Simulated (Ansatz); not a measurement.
**Response to strain in GaAs**

The reference is GaAs in the zinc blende structure (space group F-43m, No. 216; a = 5.6667 Å).

Strains are applied to the cell and any free atomic positions relax.

The values are results of plane-wave PAW DFT at the r2SCAN level (Ansatz, a program for electronic structure, 500 eV), without spin-orbit coupling, not measurements.

Notes on the quantities. energy relative to the base: free energy F.

```json
[
 {"variant": "base", "band gap": "0.96 eV", "energy relative to the base": "0 meV/atom", "volume per atom": "22.75 Å³"},
 {"variant": "isotropic strain −3.00 %", "band gap": "1.57 eV", "energy relative to the base": "+46 meV/atom", "volume per atom": "20.76 Å³"},
 {"variant": "isotropic strain −2.50 %", "band gap": "___", "energy relative to the base": "___", "volume per atom": "21.08 Å³"},
 {"variant": "isotropic strain −2.00 %", "band gap": "1.46 eV", "energy relative to the base": "+20 meV/atom", "volume per atom": "21.41 Å³"},
 {"variant": "isotropic strain −1.50 %", "band gap": "1.33 eV", "energy relative to the base": "+11 meV/atom", "volume per atom": "21.74 Å³"},
 {"variant": "isotropic strain −1.00 %", "band gap": "1.21 eV", "energy relative to the base": "+4.8 meV/atom", "volume per atom": "22.07 Å³"},
 {"variant": "isotropic strain −0.50 %", "band gap": "1.08 eV", "energy relative to the base": "+1.2 meV/atom", "volume per atom": "22.41 Å³"}
]
```

### Question
Fill in the withheld entries from the trend.

### Answer

- isotropic strain −2.50 %, band gap: 1.59 eV
- isotropic strain −2.50 %, energy relative to the base: +32 meV/atom

No phonon test of stability was made.
